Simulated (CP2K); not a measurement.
Band structure of Si (Fd-3m, 2 atoms in the cell).

```xyz
2
Lattice="3.8493 0.0000 0.0000 1.9246 3.3336 0.0000 1.9246 1.1112 3.1429" Properties=species:S:1:pos:R:3 pbc="T T T"
Si     1.9246     1.1112     0.7857
Si     0.0000     0.0000     0.0000
```

Method: CP2K with PBE, GPW, DZVP-MOLOPT-SR-GTH basis, GTH-PBE potentials (GTH_POTENTIALS).

Settings: CUTOFF = 400 Ry; REL_CUTOFF = 50 Ry; SMEAR/METHOD = FERMI_DIRAC; ELECTRONIC_TEMPERATURE = 580.23 K; KPOINTS/SCHEME = MONKHORST-PACK 8 8 8; GAMMA_CENTERED = T; XC_FUNCTIONAL = PBE; Si/BASIS_SET = DZVP-MOLOPT-SR-GTH-q4; Si/POTENTIAL = GTH-PBE-q4; METHOD = GPW; EPS_DEFAULT = 1e-10; EXTRAPOLATION = USE_GUESS; NGRIDS = 4; SCF_GUESS = ATOMIC.

The starting cell comes from a database of computed structures (which also holds hypothetical and non-ambient phases and stackings), without a prior relaxation at this level. Values carry the incompleteness of an atom-centred basis.

Q: Predict the gap along the standard path and the places of the band edges.

A: The gap along the path is 0.65 eV, from Γ to a point between Γ and X; the smallest direct gap on it is 2.61 eV.

Levels in eV from the top of the valence band on the SCF mesh, bands 1 to 5:
```tsv
point	1	2	3	4	5
Γ	-11.90	0.00	0.00	0.00	2.61
X	-7.79	-7.79	-2.82	-2.82	0.79
W	-7.63	-7.63	-3.81	-3.81	4.44
K	-8.21	-7.21	-4.25	-2.39	1.28
L	-9.59	-6.93	-1.18	-1.18	1.54
U	-8.21	-7.21	-4.25	-2.39	1.28
```

Higher empty bands are left out: an atom-centred basis made for the valence describes them poorly.
